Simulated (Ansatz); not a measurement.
The parent structure is CaF$_{2}$ in the fluorite structure (space group Fm-3m, No. 225; a = 5.5110 Å).

Level of theory: PBE in Ansatz (plane waves to 420 eV, PAW, no spin-orbit coupling).

Base values:

The band gap is 7.14 eV and the shortest interatomic distance is 2.386 Å.

It is then changed as follows: a hydrostatic pressure of 3 GPa.

Predict the new band gap and shortest interatomic distance.

The band gap goes up by 0.21 eV (7.14 eV → 7.35 eV); the shortest interatomic distance falls by 0.028 Å (2.386 Å → 2.358 Å).

Load acts through the strain it causes; cell and atoms are relaxed under it. Stability against distortions was not tested. The base started in Pca2_1 and relaxed to Fm-3m at this level.

Ansatz is a program for electronic structure.
